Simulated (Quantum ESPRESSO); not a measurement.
## Habitual settings against a tight run: CaPb (P4/mmm, 2 atoms in the cell)

Self-consistent single point.

```yaml
crystal:
  lattice:
    - [3.48603, 0.00000, 0.00000]
    - [0.00000, 3.48603, 0.00000]
    - [0.00000, 0.00000, 4.52293]
  atoms:
    - { symbol: Ca, position: [0.00000, 0.00000, 0.00000] }
    - { symbol: Pb, position: [0.50000, 0.50000, 0.50000] }
```

Method of the run: LDA (PZ), PSlibrary PAW (LDA) pseudopotentials (plane waves; Quantum ESPRESSO).

Base settings: ecutwfc = 55 Ry; ecutrho = 330 Ry; occupations = smearing; smearing = marzari-vanderbilt; degauss = 0.0073499 Ry; potentials = {Ca: Ca.pz-spn-kjpaw_psl.1.0.0.UPF, Pb: Pb.pz-dn-kjpaw_psl.1.0.0.UPF}; K_POINTS = automatic 10 10 7 1 1 1; conv_thr = 1e-09 Ry; mixing_beta = 0.4.

Tight run (finer mesh or higher cutoff; not a proven limit): ecutwfc: 55 Ry → 77 Ry; ecutrho: 330 Ry → 462 Ry; conv_thr: 1e-09 Ry → 7.3e-11 Ry; K_POINTS: automatic 10 10 7 1 1 1 → automatic 14 14 10 1 1 1. It gave Fermi level (on the code's own zero) 10.24 eV; pressure -0.47 GPa.

Quick runs, as changes from the base:
- A: the base itself
- B: smearing: marzari-vanderbilt → gaussian; degauss: 0.0073499 Ry → 0.0099958 Ry; K_POINTS: automatic 10 10 7 1 1 1 → automatic 4 4 4 1 1 1
- C: ecutwfc: 55 Ry → 33 Ry; ecutrho: 330 Ry → 198 Ry; K_POINTS: automatic 10 10 7 1 1 1 → automatic 3 3 3 1 1 1
- D: ecutwfc: 55 Ry → 28 Ry; ecutrho: 330 Ry → 168 Ry; smearing: marzari-vanderbilt → fermi-dirac; degauss: 0.0073499 Ry → 0.019992 Ry; K_POINTS: automatic 10 10 7 1 1 1 → automatic 4 4 4 1 1 1
- E: ecutwfc: 55 Ry → 28 Ry; ecutrho: 330 Ry → 168 Ry; degauss: 0.0073499 Ry → 0.0147 Ry; pseudopotentials: {Ca: Ca.pz-spn-kjpaw_psl.1.0.0.UPF, Pb: Pb.pz-dn-kjpaw_psl.1.0.0.UPF} → {Ca: Ca.pbe-spn-kjpaw_psl.1.0.0.UPF, Pb: Pb.pbe-dn-kjpaw_psl.1.0.0.UPF}; K_POINTS: automatic 10 10 7 1 1 1 → automatic 8 8 8 1 1 1; input_dft: default → pbesol [PBEsol]
- F: ecutwfc: 55 Ry → 33 Ry; ecutrho: 330 Ry → 198 Ry; K_POINTS: automatic 10 10 7 1 1 1 → automatic 1 1 1 1 1 1

Energies are extrapolated to zero smearing width, which holds to low order in the width alone (under cold and Methfessel-Paxton smearing the free energy itself is taken).

Dashes: energy of E, another energy zero.

† marks runs with another functional, U, potentials or spin treatment: their distance from the tight run is not a convergence error alone.

The count of work is k-points × plane waves × bands × iterations; it is no time. 

The starting cell comes from a database of computed structures (which also holds hypothetical and non-ambient phases and stackings), without a prior relaxation at this level. Its lattice was rescaled by a random factor within 2.5 % of one.

```csv
run,energy less tight (meV/atom),pressure less tight (GPa),count of work / tight
A,42.7,-0.80,0.22
B,-45.6,-0.78,0.024
C,1627.6,-54.34,0.010
D,5936.2,-183.81,0.0080
E†,–,-185.41,0.049
F,2722.6,-48.80,0.0043
```

Among the runs at the tight run's level, the energy misses run from 42.7 to 5936.2 meV/atom.
